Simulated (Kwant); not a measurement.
Kwant, Hückel tight-binding model, one pz orbital an atom, one spin, coherent transport at 0 K. Conductance is in e²/h.

Model system: π system c1ccc2cc3ccccc3cc2c1 between two chain leads. The π system is taken as planar. Atoms are numbered from 0 in the order of the SMILES. Site energies (eV, carbon 0): [0.0, 0.0, 0.0, 0.0, 0.0, 0.0, 0.0, 0.0, 0.0, 0.0, 0.0, 0.0, 0.0, 0.0]. Bonds (i, j, β in eV): (0,1,-2.4) (1,2,-2.4) (2,3,-2.4) (3,4,-2.4) (4,5,-2.4) (5,6,-2.4) (6,7,-2.4) (7,8,-2.4) (8,9,-2.4) (9,10,-2.4) (10,11,-2.4) (11,12,-2.4) (12,13,-2.4) (13,0,-2.4) (12,3,-2.4) (10,5,-2.4). Leads: chains of hopping −3.6 eV, joined by −0.72 eV to atoms 0 and 8.

Site energies and bond integrals are typed Hückel values.

Sweep values stay those of the base run.

One input was changed, with this effect: transmission at E = 0 < 1e-12 → 0.0081.

Task: Which change was it?
A. contacts moved from atoms [0, 8] to [0, 7]
B. contacts moved from atoms [0, 8] to [2, 4]
C. contacts moved from atoms [0, 8] to [2, 9]
D. contacts moved from atoms [0, 8] to [0, 4]
E. contacts moved from atoms [0, 8] to [0, 2]
F. contacts moved from atoms [0, 8] to [2, 13]

Result: F, contacts moved from atoms [0, 8] to [2, 13]
